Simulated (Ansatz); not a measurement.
# Worked sum: formation energy of Cl_i in Nb (bcc, Im-3m)

Subject: the formation energy of Cl_i in Nb (bcc, Im-3m). Reaction: 64 Nb (bcc) + 1/2 Cl2 (gas) → cell A.

A: a supercell of 64 sites of Nb (bcc, Im-3m) with Cl off the lattice sites (6 Nb at 2.25–2.41 Å); spin state with PBE: run without spin.

Setting: static, neutral cells in Ansatz (PAW) whose structures rest at the PBE level. Ansatz (a quantum-chemistry and plane-wave program) runs with its default PAW set. Other levels take these structures. The lattices are those relaxed with PBE, so at other levels the solids can be strained. Larger cells are relaxed from a start prepared with the learned potential CHGNet, on a coarser mesh till forces fall under 0.03 eV/Å, which some starts already meet. A dispersion term (D3(BJ), or D4 for r2SCAN) was computed beside these levels and is taken off wherever the name lacks it. The PAW files were made for PBE and serve at the other functionals too. Space groups of crystals are read within 0.01 Å. The d electrons get no Hubbard U. Mesh and cell size may move defect energies by 0.1 eV or more. Cell A has symmetry I4/mmm within 0.02 Å and got no random move, so less symmetric positions, which may lie lower, weren't tried.

Total energies of the cells in eV, at zero smearing width. They compare only within one column; the weights balance every element.

```
cell        atoms  weight         r2SCAN
----------  -----  ------  -------------
A: Nb:Cl_i     65      +1  -293155.31021
Nb (bcc)       64      −1  -292072.27511
Cl2 (gas)       2    −1/2    -2167.03331
```

r2SCAN: (-293155.31021) − (-292072.27511) − 1/2 × (-2167.03331) = 0.482 eV.
